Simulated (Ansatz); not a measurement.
LiPt3 (Pm-3m), PBEsol, DFPT electron-phonon coupling, linearised Boltzmann equation (Ansatz, a quantum-chemistry and plane-wave program): phonon-limited resistivity 7.92 μΩ·cm at 300 K, current-weighted mean free path 12.2 nm, Drude plasma energy 6.51 eV.

What is the classical skin depth at 100 GHz (nonmagnetic, μ₀ = 1.257×10⁻⁶ H/m)?

δ = √(ρ/(π f μ₀)) = 448 nm.

What Drude relaxation time do resistivity and plasma energy imply?

ω_p = 9.89e15 s⁻¹, so τ = 1/(ε₀ ω_p² ρ) = 14.6 fs, a damping ħ/τ of 45.2 meV.

Estimate the resistivity of a 40 nm square wire with diffuse walls from ρ ≈ ρ₀(1 + 3ℓ/4d).

1 + 0.75 × 12.2/40 = 1.23, so ρ ≈ 9.73 μΩ·cm and a line 1 μm long has 60.8 Ω. The formula is the free-electron limit for d well above ℓ; grain boundaries add to it.

A metal at this level (no band gap). Only scattering by harmonic phonons is included (no impurities, grain boundaries, electron-electron scattering or thermal expansion). Spin-orbit coupling is left out, which matters with elements this heavy. The run warned that the eigensolver left some states short of its tolerance. Halving the electron mesh (24x24x24) moves the resistivity by up to 4 % at 300 K, the mean free path by up to 3 %. Smearing 0.20 eV; phonons on a 4x4x4 q mesh, which this run doesn't test.

Computed structure with no diffraction record at hand here (it may be known, metastable or hypothetical): LiPt3 (Pm-3m).
